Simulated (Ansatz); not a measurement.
The starting structures come from a database of crystals and need not be the phases stable at ambient conditions.

 Where the default PAW files enter, the runs use the earlier of Ansatz's two default sets.

The decay constant κ of evanescent states in the gap governs leakage through a thin film.

```
CELL_PARAMETERS angstrom
      4.17829     0.00000     0.00000
      0.00000     6.84280     0.00000
      0.00000     0.00000     7.89076
ATOMIC_POSITIONS crystal
  Ba 0.75000 0.76052 0.38711
  Ba 0.25000 0.23948 0.61289
  Ba 0.25000 0.73948 0.88711
  Ba 0.75000 0.26052 0.11289
  H  0.75000 0.52816 0.68082
  H  0.25000 0.47184 0.31918
  H  0.25000 0.97184 0.18082
  H  0.75000 0.02816 0.81918
  H  0.25000 0.35492 0.92843
  H  0.75000 0.64508 0.07157
  H  0.75000 0.14508 0.42843
  H  0.25000 0.85492 0.57157
```

Space group of this cell: Pnma. The cell is taken as given; by r2SCAN its mean pressure is -0.5 GPa.

Transport runs along the normal of the first two printed cell vectors.

The gap is the functional's own. No spin-orbit coupling. Mid-gap values are interpolated on the energy grid.

State the band gap and the smallest decay constant κ at mid-gap according to Ansatz (an electronic-structure program) with r2SCAN.

Gap 3.35 eV on a 8×6×4 mesh; κ = 0.433 1/Å, at (0.375, 0.333) of the in-plane reciprocal vectors. At the zone centre, at the nearest computed energy, the slowest state has κ = 0.44 1/Å.
